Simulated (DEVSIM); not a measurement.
System: illuminated Si p-on-n cell, one wavelength, with a back-surface field, at 250 K.

Layer 1 from the left is Si, thickness (μm) 0.420, Na (cm⁻³) 1.5e18, τn (s) 2e-6, τp (s) 2.2e-6, absorption coefficient (cm⁻¹) 6400. Layer 2 from the left is Si, thickness (μm) 81.0, Nd (cm⁻³) 5.1e16, τn (s) 3.1e-5, τp (s) 3.1e-5, absorption coefficient (cm⁻¹) 6400. Layer 3 from the left is Si, thickness (μm) 0.520, Nd (cm⁻³) 1.3e18, τn (s) 3.1e-5, τp (s) 3.1e-5, absorption coefficient (cm⁻¹) 6400.

Left contact: ohmic, minority electron recombination velocity 4e6 cm/s. Right contact: ohmic, minority hole recombination velocity 9000 cm/s. Voltage is applied to the left contact. Recombination: SRH at mid-gap, radiative, Auger. Light enters at the left, 1.3e18 photons cm⁻² s⁻¹, one pass, no reflection. Mobility is constant in doping.

The device is made up for the run: typed textbook-type constants, with dimensions and the other settings drawn at random. Values at 300 K; Nc and Nv go as T^1.5, mobilities as T to minus their exponent, the gap by Varshni's rule with the affinity fixed.

Si: gap (eV) 1.124, affinity (eV) 4.05, permittivity 11.7, Nc (cm⁻³) 2.86e19, Nv (cm⁻³) 3.1e19, μn (cm²/Vs) 1417, μp (cm²/Vs) 470, T exponent of μn 2.3, T exponent of μp 2.2, B (cm³/s) 4.7e-15, Cn (cm⁶/s) 2.8e-31, Cp (cm⁶/s) 9.9e-32, Varshni α (eV/K) 0.000473, Varshni β (K) 636.

DEVSIM, 1D drift-diffusion, Boltzmann statistics, complete ionisation; no tunnelling, impact ionisation, image-force lowering or self-heating.

Dark forward current:

| |V| (V) | |J| (A/cm²) |
|---|---|
| 0.10 | 1.822e-12 |
| 0.20 | 2.712e-11 |
| 0.25 | 1.355e-10 |
| 0.30 | 9.091e-10 |
| 0.35 | 7.686e-9 |
| 0.40 | 7.300e-8 |
| 0.45 | 7.255e-7 |
| 0.50 | 7.326e-6 |
| 0.55 | 7.438e-5 |
| 0.60 | 0.0007565 |
| 0.65 | 0.007698 |
| 0.70 | 0.07823 |
| 0.75 | 0.7846 |
| 0.80 | 7.035 |
| 0.85 | 40.39 |
| 0.90 | 142.6 |
| 0.95 | 399.1 |
| 1.00 | 931.2 |
| 1.05 | 1833 |
| 1.10 | 3147 |

Question: Work out the local ideality factor n = ΔV / (kT/q · ln(J2/J1)) between the rows 0.10 and 0.20 V, 0.60 and 0.65 V, 1.05 and 1.10 V.

Answer: kT/q = 21.54 mV. From 0.10 to 0.20 V: ln(2.712e-11/1.822e-12) = 2.700, n = 1.72. From 0.60 to 0.65 V: ln(0.007698/0.0007565) = 2.320, n = 1.00, near the 1 of diffusion or emission over a barrier. From 1.05 to 1.10 V: ln(3147/1833) = 0.540, n = 4.29.

Question: What current could the absorbed light give at most, and what share is collected?

Answer: Σ αd = 52.4, so qΦ(1 − exp(−Σ αd)) = 208 mA/cm². The simulated short-circuit current is 187.7 mA/cm², a share of 0.90.

Question: Estimate the open-circuit voltage by superposition: the voltage at which the dark current equals that short-circuit current.

Answer: Interpolating ln J in the table gives 0.719 V. The simulation gives 0.719 V, the same within the digits that matter. Superposition holds where collection doesn't change with voltage.

Question: Estimate the fill factor from FF0 = (v − ln(v + 0.72))/(v + 1), v = qVoc/(nkT), with n from the dark curve.

Answer: The rows about Voc, 0.70 and 0.75 V, give n = 1.01, so v = 33.2 and FF0 = 0.868. The simulation gives 0.867, the same within the digits that matter.
